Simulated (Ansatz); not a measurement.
The starting structures come from a database of crystals and need not be the phases stable at ambient conditions.

 Where the default PAW files enter, the runs use the earlier of Ansatz's two default sets.

By PBEsol, the system below comes out a metal.

Data:

```
CELL_PARAMETERS angstrom
      2.85645     0.00000     0.00000
      0.00000     5.10433     0.00000
      0.00000    -2.55217     4.51069
ATOMIC_POSITIONS crystal
  Ta 0.00000 0.00000 0.00000
  Ta 0.50000 0.66667 0.33333
  Ta 0.50000 0.33333 0.66667
  N  0.00000 0.00000 0.39239
  N  0.00000 0.60761 0.60761
  N  0.00000 0.39239 0.00000
```

Space group of this cell: Amm2. The cell is strained (lengths across the current scaled by 0.98, ions clamped); by PBEsol its mean pressure is 8.2 GPa.

The current flows along the normal of the first two printed cell vectors. No spin-orbit coupling; the value is a mean over 0.1 eV about the Fermi level.

### Question
Compute, with PBEsol in Ansatz (a program for electronic structure), the ballistic conductance per area.

### Answer
0.22 × 10¹⁵ S/m² for both spins.
